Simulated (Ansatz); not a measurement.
## Effect of isotropic strain −1.80 % on TiO2

Base system: TiO2 in the rutile structure (space group P4_2/mnm, No. 136; a = 4.5481 Å, c = 2.9171 Å).

Modification: an isotropic linear strain of −1.80 %, atoms relaxed at fixed cell.

Calculations: LDA (Ansatz, a quantum-chemistry and plane-wave program, PAW, no spin-orbit coupling). Γ-centred 7×7×11 mesh, Fermi–Dirac width 0.05 eV.

The volume per atom falls by 0.533 Å³, from 10.06 Å³ to 9.52 Å³ and the shortest interatomic distance decreases by 0.052 bohr (3.643 bohr → 3.591 bohr). The energy goes up by 24 meV/atom and the band gap rises by 0.06 eV (1.86 eV → 1.92 eV). The gap character is still direct at Γ and the mean gap deformation potential ΔEg/Δln V is -1.1 eV. The electron mass becomes 0.48 mₑ along c, 1.0 mₑ across (at Γ) (base: 0.52 mₑ along c, 1.1 mₑ across (at Γ)) and the valence-band top at Γ (three highest levels, from the VBM) changes from 0.00, -0.47, -0.47 eV to 0.00, -0.51, -0.51 eV. The largest internal atomic displacement amounts to 0.011 Å.

Cost of the whole job for the changed cell (relaxation, final SCF and bands): very roughly 21 core-seconds.

Masses are band curvatures over ±0.01 Å⁻¹ around the edge. No phonon test of stability was made. All final runs are without spin polarisation.
